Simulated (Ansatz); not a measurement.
# A computed series for C: pressure series

The reference is C in the graphite type structure (space group P6_3/mmc, No. 194; a = 2.465 Å, c = 6.730 Å; layered, stacked along the Cartesian z axis).

Cell and atoms are relaxed at each pressure.

Method: PBE-D3(BJ)/PAW in Ansatz (a program for electronic structure), no spin-orbit coupling.

Notes on the quantities. enthalpy: H = E + PV relative to the base's energy.

```tsv
variant	density	enthalpy	shortest interatomic distance
base	2.25 g/cm³	–	1.423 Å
pressure −1 GPa	2.16 g/cm³	-0.06 eV/atom	1.424 Å
pressure 0.3 GPa	2.27 g/cm³	+0.02 eV/atom	1.423 Å
pressure 0.7 GPa	2.30 g/cm³	+0.04 eV/atom	1.422 Å
pressure 1.5 GPa	(withheld)	+0.08 eV/atom	1.421 Å
pressure 3 GPa	2.41 g/cm³	+0.16 eV/atom	(withheld)
pressure 5 GPa	2.48 g/cm³	+0.26 eV/atom	(withheld)
pressure 7.5 GPa	2.55 g/cm³	+0.39 eV/atom	(withheld)
pressure 10 GPa	2.61 g/cm³	+0.51 eV/atom	1.414 Å
```

Q: Fill in the withheld entries from the trend.

A: 
- pressure 1.5 GPa, density: 2.34 g/cm³
- pressure 3 GPa, shortest interatomic distance: 1.420 Å
- pressure 5 GPa, shortest interatomic distance: 1.418 Å
- pressure 7.5 GPa, shortest interatomic distance: 1.416 Å

The mesh was chosen for an insulator and is coarse for the gapless case. Load acts through the strain it causes; cell and atoms are relaxed under it. Stability against distortions was not tested. Competing high-pressure phases were not computed.
